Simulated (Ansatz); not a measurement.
PdCl2 (P2₁/c, No. 14, 6 atoms in the cell; start mp-1018891) was calculated with dielectric-dependent PBEsol hybrid in Ansatz (plane waves, PAW).

Settings: plane-wave cutoff 460 eV, 4×6×4 k mesh (along the axes of the cell as run), Fermi–Dirac smearing 0.01 eV, scalar-relativistic PAW data made under PBE.

Cell (relaxed with PBE-D3(BJ)):

```cif
data_Cl4Pd2
_chemical_formula_sum 'Pd2 Cl4'
_space_group_name_H-M_alt 'P 1'
_space_group_IT_number 1
_cell_length_a 5.45483
_cell_length_b 3.95682
_cell_length_c 6.45513
_cell_angle_alpha 90.000
_cell_angle_beta 107.170
_cell_angle_gamma 90.000
loop_
_space_group_symop_operation_xyz
  'x, y, z'
loop_
_atom_site_label
_atom_site_type_symbol
_atom_site_fract_x
_atom_site_fract_y
_atom_site_fract_z
_atom_site_occupancy
Pd1 Pd 0.00000 0.00000 0.50000 1
Pd2 Pd 0.00000 0.50000 0.00000 1
Cl1 Cl 0.25674 0.25493 0.31618 1
Cl2 Cl 0.74326 0.74507 0.68382 1
Cl3 Cl 0.74326 0.75493 0.18382 1
Cl4 Cl 0.25674 0.24507 0.81618 1
```

Q: Predict the band gap, smallest direct gap on the k points sampled and Γ–Γ gap.

A: 
* **band gap**: 1.76 eV
* **smallest direct gap on the k points sampled**: 2.20 eV
* **Γ–Γ gap**: 2.73 eV

Note: cell and atoms aren't relaxed at this level (pressure -2.2 GPa).

Spin–orbit coupling is not included.

The computed numbers hold no vibrational or temperature effects.

The result took about 10 core-minutes (a rough figure).

A start named mp-… is a Materials Project structure, which need not be a measured phase.

Ansatz is a program for electronic structure.
